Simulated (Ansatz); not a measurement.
## TiAl, point defects

Start from a 30-atom supercell of TiAl (space group P4/mmm, No. 123; a = 2.797 Å, c = 4.032 Å) at its relaxed geometry.

One neutral defect a cell, atoms relaxed at fixed cell.

Calculations: Kohn–Sham DFT with the PBEsol functional, run in Ansatz (an electronic-structure program) with PAW and 420 eV plane waves, without spin-orbit coupling, earlier PAW set.

```json
[
 {"change": "perfect supercell", "largest displacement of a host atom from its site in the perfect cell": "–", "pressure": "0.0 GPa"},
 {"change": "Al vacancy, symmetric start", "largest displacement of a host atom from its site in the perfect cell": "0.03 Å", "pressure": "-1.1 GPa"},
 {"change": "Al on a Ti site (antisite)", "largest displacement of a host atom from its site in the perfect cell": "0.08 Å", "pressure": "-0.2 GPa"},
 {"change": "B on a Al site, symmetric start", "largest displacement of a host atom from its site in the perfect cell": "0.16 Å", "pressure": "-2.8 GPa"}
]
```

The cell is small, so the values are those of an ordered compound at a high defect concentration; dilute-limit values will differ. Defects with a symmetric start kept the site's symmetry and may sit on a saddle; the others started slightly shaken. All final runs are without spin polarisation.
